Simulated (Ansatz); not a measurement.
By LDA and PBEsol, the system below comes out a metal.

Here is the system:

```
Mo
1.0
    2.74324     0.00000     0.00000
   -0.91441     2.58635     0.00000
    0.91441     1.29318     2.23985
Mo
1
Direct
  0.00000   0.00000   0.00000
```

Space group of this cell: Im-3m, bcc (W type). The cell is taken as given; by PBEsol its mean pressure is -9.4 GPa.

The current runs along the normal of the first two printed vectors, the (110) plane. All runs by Ansatz (an electronic-structure program), plane waves and PAW, without spin-orbit coupling; the base is PBEsol.

```json
[
 {"run": "base", "mean pressure (GPa)": "-9.4", "G/A, both spins (10¹⁵ S/m²)": "1.19"},
 {"run": "all lengths scaled by 0.98", "mean pressure (GPa)": "7.2", "G/A, both spins (10¹⁵ S/m²)": "1.28"},
 {"run": "all lengths scaled by 1.02", "mean pressure (GPa)": "-21.9", "G/A, both spins (10¹⁵ S/m²)": "[?]"},
 {"run": "lda in place of pbesol", "mean pressure (GPa)": "-14.0", "G/A, both spins (10¹⁵ S/m²)": "[?]"},
 {"run": "lengths across the current scaled by 0.98, ions clamped", "mean pressure (GPa)": "1.3", "G/A, both spins (10¹⁵ S/m²)": "1.27"},
 {"run": "lengths across the current scaled by 1.02, ions clamped", "mean pressure (GPa)": "-18.0", "G/A, both spins (10¹⁵ S/m²)": "[?]"},
 {"run": "lengths along the current scaled by 0.97, ions clamped", "mean pressure (GPa)": "-1.4", "G/A, both spins (10¹⁵ S/m²)": "1.23"},
 {"run": "lengths along the current scaled by 1.03, ions clamped", "mean pressure (GPa)": "-15.9", "G/A, both spins (10¹⁵ S/m²)": "1.16"}
]
```

Question: Fill in the missing entries.

Answer: 
- all lengths scaled by 1.02, G/A, both spins (10¹⁵ S/m²): 1.11
- lda in place of pbesol, G/A, both spins (10¹⁵ S/m²): 1.20
- lengths across the current scaled by 1.02, ions clamped, G/A, both spins (10¹⁵ S/m²): 1.11
